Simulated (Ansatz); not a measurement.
An Ansatz (a quantum-chemistry and plane-wave program) run: Mg2Ge; DFT with PBE, PAW potentials and a 420 eV plane-wave cutoff in Ansatz, no spin-orbit coupling, earlier PAW set.

Input:

Ansatz 0.2 input:
```yaml
crystal:
  lattice:
    - [0, 3.2105834407, 3.2105834407]
    - [3.2105834407, 0, 3.2105834407]
    - [3.2105834407, 3.2105834407, 0]
  atoms:
    - { symbol: Ge, position: [0, 0, 0] }
    - { symbol: Mg, position: [0.25, 0.25, 0.25] }
    - { symbol: Mg, position: [0.75, 0.75, 0.75] }
basis: { ecutwfc: 420, ecutrho_ratio: 4, xc_grid: 2, fft_grid_basis: typed }
kpoints: { mp_grid: { grid: [9, 9, 9] } }
hamiltonian:
  xc: pbe
  dispersion: none
  pseudopotentials: { azcp: { folder: ./paw }, kind: paw }
scf: { occupations: { method: fermi_dirac, width: 0.05 }, convergence: { dr2_threshold: 0.0000000003 } }
output: { forces: true, stress: true }
checkpoint: { write: state.ck, write_every: 1000 }
```

Output:

```
WARN ansatz: RAYON_NUM_THREADS=1 ignored (pool sized by the plan → 1); use --threads N
Pseudopotentials: kind: paw
Pseudopotential: Ge, paw, valence charge 14
Pseudopotential: Mg, paw, valence charge 10
Functional definition: PBE
Crystal: 3 atoms, lattice volume = 66.188 Å³
Basis set: ecut = 420 eV, 1291 PW (Γ), exchange–correlation on 64×64×64 points (8 copies of the dense FFT grid, shifted against one another)
Bands: 21, of which v1, the nominal top of the filled ones, is band 17 counted from 1 (16 counted from 0)
Symmetry: 48 space group operations
Space group: Fm-3m (ITA 225), of the structure as read, at distance tolerance 4.0e-5 Å
k-points: 35 of 729
Initial density: superposition of atomic densities (chi_scale 0.1, normalization cell, long waves kept (reshape's long-wave potential 0.00 eV rms))
Initial wavefunctions: pseudopotential atomic-orbital guess
Eigensolver: davidson
Functional: x = pbe(κ = 0.804, μ = 0.2195149727645171), c = pbe(β = 0.06672455060314922)
SCF iter   1: F=—  HF=-8143.461708 eV  |F-HF|=—  |Δ(HF+E_count)|=         —  Δρ=3.22e-2  dr2=5.40e-1  ethr=3.10e-3  ⟨swp⟩=6.0  Hψ=3260  notcnv=0
all-band conjugate gradients solve this SCF's bands
preconditioner: auto → none
SCF iter   2: F=—  HF=-8143.399685 eV  |F-HF|=—  |Δ(HF+E_count)|=   6.20e-2  Δρ=1.34e-2  dr2=9.05e-2  ethr=1.59e-3  ⟨swp⟩=2.0  Hψ=1470  notcnv=0
SCF iter   3: F=—  HF=-8143.421412 eV  |F-HF|=—  |Δ(HF+E_count)|=   2.17e-2  Δρ=3.16e-3  dr2=6.04e-3  ethr=2.66e-4  ⟨swp⟩=2.0  Hψ=1190  notcnv=0
SCF iter   4: F=—  HF=-8143.419992 eV  |F-HF|=—  |Δ(HF+E_count)|=   1.42e-3  Δρ=1.40e-3  dr2=5.48e-4  ethr=1.78e-5  ⟨swp⟩=2.0  Hψ=1212  notcnv=0
SCF iter   5: F=—  HF=-8143.420346 eV  |F-HF|=—  |Δ(HF+E_count)|=   3.54e-4  Δρ=2.66e-4  dr2=4.67e-5  ethr=1.61e-6  ⟨swp⟩=2.0  Hψ=1050  notcnv=0
SCF iter   6: F=—  HF=-8143.420322 eV  |F-HF|=—  |Δ(HF+E_count)|=   2.39e-5  Δρ=1.61e-5  dr2=7.08e-8  ethr=1.37e-7  ⟨swp⟩=2.3  Hψ=935  notcnv=0
SCF iter   7: F=—  HF=-8143.420323 eV  |F-HF|=—  |Δ(HF+E_count)|=   1.12e-6  Δρ=3.75e-6  dr2=3.38e-9  ethr=2.08e-10  ⟨swp⟩=2.7  Hψ=1433  notcnv=0
SCF iter   8: F=-8143.420323 eV  HF=-8143.420323 eV  |F-HF|=2.27e-11  |Δ(HF+E_count)|=   6.15e-9  Δρ=3.02e-7  dr2=6.61e-11  ethr=1.00e-12  ⟨swp⟩=5.0  Hψ=2641  notcnv=0
SCF 1 converged in 8 iterations: F = -8143.420323 eV  dr2 = 6.61e-11
SCF converged after 8 iterations
Free energy (F): -8143.420323 eV
Harris-Foulkes:  -8143.420323 eV  (|F-HF|=2.27e-11)
Internal energy: -8143.419682 eV  (E = F + TS)
E sigma→0 (E₀):  -8143.420002 eV
Entropy (-TS):   -0.000641 eV (-0.214 meV/atom)
Fermi energy:    6.817706 eV
--- Per-component energies (eV) ---
  E_band       = -859.544979
  E_kinetic    = 232.746015
  E_local      = -5732.639728  (includes V_loc(G=0)·N_el)
  E_nonlocal   = 607.718273
  E_hartree    = 2272.873935
  E_xc         = -124.633358
  E_vxc        = -133.526540  (∫ρ·V_xc dr)
  E_paw        = -2615.794237  (= ΣΔE_a)
  E_vpaw       = -379.590562  (= ΣTr[D̂ρ^β])
  E_aug_tail   = -0.000299  (compensation charges beyond the density's cutoff)
  E_ewald      = -2783.690284
  E_smearing   = -0.000641  (= −TS)
  E_closure    = -0.000000  (closes the sum)
  Σ components = -8143.420323   (vs F -8143.420323, Δ=0.00e0)
  [band-id]    e_kinetic+e_local+e_nonlocal+2·e_hartree+e_vxc+e_vpaw+e_augmentation_tail = -859.544970   (vs E_band -859.544979, Δ=8.85e-6)
--- Forces (eV/Å), atoms counted from 1 ---
  atom   1  Ge     0.00000000    -0.00000000    -0.00000000
  atom   2  Mg     0.00000000    -0.00000000     0.00000000
  atom   3  Mg     0.00000000     0.00000000     0.00000000
  max |Σ_I F_I| component: 1.20e-16 eV/Å
--- Stress (GPa, compression-positive) ---
       -0.000169      -0.000000       0.000000
        0.000000      -0.000169       0.000000
       -0.000000      -0.000000      -0.000169
  P = ⅓ Tr σ = -0.0002 GPa (-0.002 kbar)
  The stress holds the Pulay correction. Without it, at fixed plane waves, as pw.x and ABINIT print it: P = -0.0102 GPa
  The stress includes an estimate of the error left by incomplete SCF convergence (largest component -0.0000 GPa).
--- Band table ---
  band table: none
```

No phonon test of stability was made. The cell is Mg$_{2}$Ge in the anti-fluorite structure (space group Fm-3m, No. 225).
